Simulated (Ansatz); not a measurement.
# Cu3N, pressure series

The parent structure is Cu3N (space group Pm-3m, No. 221).

```
CELL_PARAMETERS angstrom
      3.76491     0.00000     0.00000
      0.00000     3.76491     0.00000
      0.00000     0.00000     3.76491
ATOMIC_POSITIONS crystal
  N  0.00000 0.00000 0.00000
  Cu 0.50000 0.00000 0.00000
  Cu 0.00000 0.00000 0.50000
  Cu 0.00000 0.50000 0.00000
```

Cell and atoms are relaxed at each pressure.

Level of theory: PBEsol, PAW, 420 eV (Ansatz, an electronic-structure program; without spin-orbit coupling).

Two rows of this table had their results exchanged by mistake.

| pressure | volume per atom (Å³) | shortest distance (Å) | band gap |
|---|---|---|---|
| pressure −2 GPa | 13.55 | 1.892 | 0.07 eV |
| pressure −1 GPa | 13.44 | 1.887 | zero |
| pressure 0.9 GPa | 13.25 | 1.878 | zero |
| pressure 2.1 GPa | 13.14 | 1.873 | zero |
| pressure 4.5 GPa | 12.93 | 1.863 | zero |
| pressure 9 GPa | 12.58 | 1.846 | zero |
| pressure 15 GPa | 11.42 | 1.787 | zero |
| pressure 22.5 GPa | 11.77 | 1.805 | zero |
| pressure 30 GPa | 12.19 | 1.826 | zero |

Question: Which two?

Answer: The rows for pressure 15 GPa and pressure 30 GPa: the volume has to fall steadily with pressure, so 12.19 Å³ belongs to pressure 15 GPa and 11.42 Å³ to pressure 30 GPa.

Load acts through the strain it causes; cell and atoms are relaxed under it. No phonon test of stability was made. Competing high-pressure phases were not computed. All final runs are without spin polarisation. Gaps under 0.05 eV, about the width of the smearing, are given as zero. A zero or small gap of Cu3N can be the functional's error rather than a property of the material.
